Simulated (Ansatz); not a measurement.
Candidates (primitive cells; geometry: cell and atoms relaxed with PBEsol):
A. BN (P6_3mc), a = 2.541 Å, b = 2.541 Å, c = 4.203 Å, α = 90.00°, β = 90.00°, γ = 120.00°
B. SrO (Fm-3m), a = b = c = 3.622 Å, α = β = γ = 60.00°
C. SnO₂ (P4_2/mnm), a = b = 4.769 Å, c = 3.212 Å, α = β = γ = 90.00°
D. MgO (Fm-3m), a = b = c = 2.980 Å, α = β = γ = 60.00°

Question: Put the candidates in order of Seebeck coefficient, n-type 1e19 cm⁻³, lowest first, for PBE, rigid bands run with Ansatz (a program for electronic structure).

Answer: B (-321 μV/K), A (-251 μV/K), D (-173 μV/K), C (-113 μV/K)

Seebeck coefficients are for the stated density at 300 K, with one relaxation time for all states and whether or not that doping can be reached. Spin-orbit coupling is left out.
